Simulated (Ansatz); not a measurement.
## Hypothetical P6_3/mmc PbS: element substitutions

Start from PbS (space group P6_3/mmc, No. 194; a = 4.951 Å, c = 5.916 Å; a hypothetical phase, not in the database extracts checked).

Each row replaces one element on all its sites; cell and atoms are relaxed.

Levels (all Ansatz, a first-principles code, PAW, earlier PAW set): PBEsol (420 eV, without spin-orbit coupling); r2SCAN (500 eV, no spin-orbit coupling); PBEsol+SOC (420 eV, noncollinear with spin-orbit coupling).

Band gaps by level, all at the geometries relaxed with PBEsol:

```json
[
 {"case": "base", "PBEsol": "1.30 eV", "r2SCAN": "1.69 eV", "PBEsol+SOC": "0.60 eV"},
 {"case": "Pb → Bi", "PBEsol": "zero", "r2SCAN": "zero", "PBEsol+SOC": "zero"},
 {"case": "S → Si", "PBEsol": "zero", "r2SCAN": "zero", "PBEsol+SOC": "zero"}
]
```

Single points use the geometry relaxed with PBEsol. The spin-orbit shifts are approximate. Spin-orbit coupling, missing from the scalar runs, can matter with Pb. Stability against distortions was not tested. As relaxed here, BiS and PbSi are hypothetical phases, not in the database extracts checked. The base started in P6_3mc and relaxed to P6_3/mmc at this level. The runs without spin-orbit coupling are not spin-polarised.
